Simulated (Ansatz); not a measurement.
What isotropic strain +3.00 % does to Ga2O3

Base system: Ga₂O₃ in the corundum structure (space group R-3c, No. 167; a = 5.0577 Å, c = 13.6230 Å (hexagonal axes)).

Perturbation: every lattice vector is stretched by 3.00 %, atoms relaxed at fixed cell.

Method: PBE (Ansatz, a quantum-chemistry and plane-wave program), without spin-orbit coupling. Γ-centred 8×8×8 mesh, Fermi–Dirac width 0.05 eV.

```csv
quantity,base,changed,shift
space group,R-3c (No. 167),R-3c (No. 167),–
shortest interatomic distance,1.952 Å,2.010 Å,+0.0586 Å
energy relative to the base (free energy F),0 meV/atom,+46 meV/atom,+46 meV/atom
"pressure (mean of the normal stresses, compression positive)",0.1 kbar,-144.9 kbar,-145.0 kbar
band gap,2.40 eV,1.53 eV,-0.87 eV
smallest direct gap,2.63 eV,1.73 eV,-0.90 eV
width of the top valence band,0.43 eV,0.40 eV,-0.03 eV
electron mass,0.21 mₑ (at Γ),0.16 mₑ (at Γ),–
```

Final structure:

```
CELL_PARAMETERS angstrom
      2.60471     1.50383     4.67724
     -2.60471     1.50383     4.67724
      0.00000    -3.00766     4.67724
ATOMIC_POSITIONS crystal
  Ga 0.64412 0.64412 0.64412
  Ga 0.14412 0.14412 0.14412
  Ga 0.35588 0.35588 0.35588
  Ga 0.85588 0.85588 0.85588
  O  0.75000 0.44696 0.05304
  O  0.05304 0.75000 0.44696
  O  0.25000 0.55304 0.94696
  O  0.55304 0.94696 0.25000
  O  0.94696 0.25000 0.55304
  O  0.44696 0.05304 0.75000
```

Masses are band curvatures over ±0.01 Å⁻¹ around the edge. Stability against distortions was not tested.
